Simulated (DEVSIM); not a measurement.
System: Mo/SiO2/p-InP capacitor, at 300 K.

```csv
layer (left to right),material,thickness (nm),Na (cm⁻³)
1,SiO2,3.40,-
2,InP,1200,2.9e17
```

Metal gate on the left, work function 4.6 eV. Fixed charge at the semiconductor interface 0 cm⁻² (in units of +e); no interface traps.

Constants are typed, rounded textbook-type inputs, not results; the design itself was drawn at random and stands for no fabricated device. Values at 300 K.

| parameter | SiO2 | InP |
|---|---|---|
| gap (eV) | 9 | 1.344 |
| affinity (eV) | 0.9 | 4.38 |
| permittivity | 3.9 | 12.5 |
| Nc (cm⁻³) | - | 5.7e17 |
| Nv (cm⁻³) | - | 1.1e19 |

Simulated with DEVSIM: 1D Poisson equation in equilibrium, Boltzmann statistics, complete ionisation; no quantum confinement or tunnelling. Metal contacts follow the ideal Schottky-Mott rule: no Fermi-level pinning, no interface dipoles.

The interface trap density was swept, all else fixed.

```tsv
interface trap density (cm^-2 eV^-1)	minimum of the low-frequency capacitance (μF/cm²)	flat-band voltage (V)
0	0.135	-1.03
1e10	0.136	-1.03
1e11	0.147	-1.03
3e11	0.171	-1.04
1e12	0.241	-1.08
2e12	0.325	-1.13
```

From the first row to the last the minimum of the low-frequency capacitance goes from 0.135 to 0.325. From the first row to the last the flat-band voltage goes from -1.03 to -1.13.
